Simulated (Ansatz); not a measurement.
Take TiC in the rock salt structure (space group Fm-3m, No. 225; a = 4.328 Å; relaxed with 0.1 eV smearing) as the base.

Computed with Ansatz (a quantum-chemistry and plane-wave program), r2SCAN, PAW, cutoff 500 eV, without spin-orbit coupling.

Strains are applied to the cell and any free atomic positions relax.

One change was made to it. Results:

| quantity | base | after |
|---|---|---|
| pressure | 0.0 GPa | -7.4 GPa |
| energy relative to the base (free energy F) | 0 meV/atom | +7.2 meV/atom |
| band gap | zero | zero |

Problem. Which change produced these results?
(A) isotropic strain +2.50 %
(B) isotropic strain +1.00 %
(C) isotropic strain +2.00 %
(D) isotropic strain +3.00 %

Solution. B, isotropic strain +1.00 %. For comparison, the energy relative to the base in the other runs: isotropic strain +2.50 % gives +43 meV/atom; isotropic strain +3.00 % gives +62 meV/atom; isotropic strain +2.00 % gives +28 meV/atom.

No phonon test of stability was made. The final runs are not spin-polarised.
